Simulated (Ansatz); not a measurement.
The starting structures come from a database of crystals and need not be the phases stable at ambient conditions.

 Where the default PAW files enter, the runs use the earlier of Ansatz's two default sets.

Consider the following.

```yaml
crystal:
  lattice:
    - [6.31162, 0.00000, 0.00000]
    - [-3.15581, 5.46602, 0.00000]
    - [3.15581, 1.82201, 5.15342]
  atoms:
    - { symbol: Cs, position: [0.50000, 0.25000, 0.25000] }
    - { symbol: Cs, position: [0.50000, 0.75000, 0.75000] }
    - { symbol: Ge, position: [0.00000, 0.00000, 0.00000] }
    - { symbol: F, position: [0.40644, 0.20322, 0.79678] }
    - { symbol: F, position: [0.59356, 0.79678, 0.20322] }
    - { symbol: F, position: [0.00000, 0.20322, 0.79678] }
    - { symbol: F, position: [0.00000, 0.79678, 0.20322] }
    - { symbol: F, position: [0.00000, 0.79678, 0.79678] }
    - { symbol: F, position: [0.00000, 0.20322, 0.20322] }
```

Space group of this cell: Fm-3m. The cell is taken as given; by PBEsol its mean pressure is 0.5 GPa.

Transport runs along the normal of the first two printed cell vectors, the (111) plane of the conventional cell.

No gap correction and no spin-orbit coupling; mid-gap values are interpolated between computed energies.

Estimate the band gap and the smallest decay constant κ at mid-gap that PBEsol in Ansatz (an electronic-structure program) returns for this system.

Gap 6.40 eV on a 8×8×8 mesh; κ = 0.509 1/Å, at the zone centre.
